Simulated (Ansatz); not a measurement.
The parent structure is BaTiO₃ in the cubic perovskite structure (space group Pm-3m, No. 221; a = 3.9699 Å).

Calculations: PBEsol (Ansatz, an electronic-structure program; PAW; 420 eV plane waves; no spin-orbit coupling).

Base values:

The lattice parameter a is 3.970 Å. The smallest direct gap is 1.89 eV and the gap character comes out as indirect, R → Γ.

Perturbation: cell and atoms relaxed at a pressure of 1.8 GPa.

Task: What happens to the lattice parameter a?

Result: The lattice parameter a shrinks by 0.013 Å (3.970 Å → 3.957 Å).

Task: What happens to the smallest direct gap?

Result: The smallest direct gap stays essentially unchanged (1.89 eV against 1.90 eV).

Task: What happens to the gap character?

Result: The gap character remains indirect, R → Γ.

Load acts through the strain it causes; cell and atoms are relaxed under it. Stability against distortions was not tested. All final runs are without spin polarisation. Many cubic perovskites are stable only at high temperature; tilts and polar distortions were not tested. This is not the structure that BaTiO3 has at room temperature and ambient pressure.
